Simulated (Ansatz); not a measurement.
Consider Al₂Cu (space group I4/mcm, No. 140; a = 6.006 Å, c = 4.791 Å). Axes: x, y, z lie along a, b, c of the conventional cell.

All numbers come from Ansatz (a first-principles code), r2SCAN, PAW, cutoff 500 eV, scalar-relativistic without spin-orbit coupling, earlier PAW set.

Base values:

- Volume per atom = 14.40 Å³
- Band gap = zero

One thing is altered: uniaxial stress, 0.5 GPa tension along x; all other stress components relax to zero.

Task: What happens to the energy relative to the base?

Result: The energy stays essentially unchanged.

Task: How does this affect the volume per atom?

Result: The volume per atom grows by 0.02 Å³ to 14.42 Å³.

Task: How does this affect the band gap?

Result: The band gap remains zero.

Without a gap, meshes like the base's 12×12×12 leave anisotropic stresses uncertain by several tenths of a GPa, and small strain energies with them. Load acts through the strain it causes; cell and atoms are relaxed under it. Beyond what the load breaks, stability against distortions was not tested. The final runs are not spin-polarised.
